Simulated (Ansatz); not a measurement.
Te (C2/m, No. 12, 3 atoms in the cell; start mp-570459; another form than the element's usual one) was calculated with r²SCAN (Ansatz, a quantum-chemistry and plane-wave program, PAW).

Numerical settings: plane-wave cutoff 560 eV, 14×14×10 k mesh (along the axes of the cell as run), Fermi–Dirac smearing 0.05 eV, scalar-relativistic PAW data made under PBE.

Cell (relaxed at this level):

```cif
data_Te3
_chemical_formula_sum 'Te3'
_space_group_name_H-M_alt 'P 1'
_space_group_IT_number 1
_cell_length_a 4.39159
_cell_length_b 4.39159
_cell_length_c 5.95203
_cell_angle_alpha 90.890
_cell_angle_beta 90.890
_cell_angle_gamma 58.830
loop_
_space_group_symop_operation_xyz
  'x, y, z'
loop_
_atom_site_label
_atom_site_type_symbol
_atom_site_fract_x
_atom_site_fract_y
_atom_site_fract_z
_atom_site_occupancy
Te1 Te 0.68992 0.68992 0.66125 1
Te2 Te 0.31008 0.31008 0.33875 1
Te3 Te 0.00000 0.00000 0.00000 1
```

Give the computed bulk modulus B0.


- bulk modulus B0: 41.0 GPa

The run finds no gap.

Note: the bulk modulus is −V dP/dV from two relaxed cells at ±2 % in volume; the relaxation could not lower the start's symmetry, so the cell can be a saddle point above a distorted one.

Spin–orbit coupling is not included; it can open a gap where bands touch, and shift volumes and moduli.

Computed values are for the static lattice.

The result took about 16 core-minutes (a rough figure).

A start named mp-… is a Materials Project structure, which need not be a measured phase.
